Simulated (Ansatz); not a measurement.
The starting structures come from a database of crystals and need not be the phases stable at ambient conditions.

 Where the default PAW files enter, the runs use the earlier of Ansatz's two default sets.

Input:

```yaml
crystal:
  lattice:
    - [4.44836, 0.00000, 0.00000]
    - [-1.55237, 7.79180, 0.00000]
    - [0.00000, 0.00000, 7.40179]
  atoms:
    - { symbol: Ag, position: [0.72895, 0.20641, 0.50881] }
    - { symbol: Ag, position: [0.27105, 0.79359, 0.49119] }
    - { symbol: Ag, position: [0.77105, 0.29359, 0.00881] }
    - { symbol: Ag, position: [0.22895, 0.70641, 0.99119] }
    - { symbol: Ag, position: [0.70176, 0.55709, 0.69303] }
    - { symbol: Ag, position: [0.29824, 0.44291, 0.30697] }
    - { symbol: Ag, position: [0.79824, 0.94291, 0.19303] }
    - { symbol: Ag, position: [0.20176, 0.05709, 0.80697] }
    - { symbol: S, position: [0.59915, 0.85946, 0.76334] }
    - { symbol: S, position: [0.40085, 0.14054, 0.23666] }
    - { symbol: S, position: [0.90085, 0.64054, 0.26334] }
    - { symbol: S, position: [0.09915, 0.35946, 0.73666] }
```

Space group of this cell: P2_1/c. The cell is strained (lengths across the current scaled by 1.02, ions clamped); by PBEsol its mean pressure is -7.4 GPa.

Transport runs along the normal of the first two printed cell vectors.

The gap is the functional's own, uncorrected, and κ follows it; spin-orbit coupling is left out. Mid-gap values are interpolated between the computed energies.

Predict the band gap and the smallest decay constant κ at mid-gap from PBEsol run with Ansatz (a quantum-chemistry and plane-wave program).

Gap 0.82 eV on a 8×4×4 mesh; κ = 0.173 1/Å, at (0.500, 0.500) of the in-plane reciprocal vectors. At the zone centre, at the nearest computed energy, the slowest state has κ = 0.20 1/Å.
